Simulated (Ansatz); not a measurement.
A computed series for MoS2: pressure series

Take MoS2 in the 3R-MoS2 type structure (space group R3m, No. 160; layered, stacked along the Cartesian z axis) as the base.

```cif
data_MoS2
_chemical_formula_sum 'Mo1 S2'
_space_group_name_H-M_alt 'P 1'
_space_group_IT_number 1
_cell_length_a 6.26809
_cell_length_b 6.26809
_cell_length_c 6.26809
_cell_angle_alpha 29.136
_cell_angle_beta 29.136
_cell_angle_gamma 29.136
loop_
_space_group_symop_operation_xyz
  'x, y, z'
loop_
_atom_site_label
_atom_site_type_symbol
_atom_site_fract_x
_atom_site_fract_y
_atom_site_fract_z
_atom_site_occupancy
Mo1 Mo 0.00002 0.00002 0.00002 1
S1 S 0.75353 0.75353 0.75353 1
S2 S 0.57975 0.57975 0.57975 1
```

Cell and atoms are relaxed at each pressure.

Computed with DFT with PBE-D3(BJ), PAW potentials and a 420 eV plane-wave cutoff in Ansatz (an electronic-structure program), scalar-relativistic without spin-orbit coupling, earlier PAW set.

| P (GPa) | V (Å³/atom) |
|---|---|
| -1.99 | 18.419 |
| -1.01 | 17.649 |
| 0.30 | 17.106 |
| 0.70 | 16.974 |
| 1.50 | 16.740 |
| 2.99 | 16.375 |
| 4.98 | 15.983 |
| 7.50 | 15.582 |
| 10.00 | 15.245 |

Fit a third-order Birch–Murnaghan equation of state.

Least squares on P(V) = (3B₀/2)[(V₀/V)^(7/3) − (V₀/V)^(5/3)]·[1 + (3/4)(B₀′ − 4)((V₀/V)^(2/3) − 1)] gives V₀ = 17.23 Å³/atom, B₀ = 45 GPa and B₀′ = 10.8.

Between the base and pressure 5 GPa the gap moves from 0.77 eV to 0.45 eV, a mean slope of -64 meV/GPa.

Load acts through the strain it causes; cell and atoms are relaxed under it. No phonon test of stability was made. No other phases were tried under pressure.
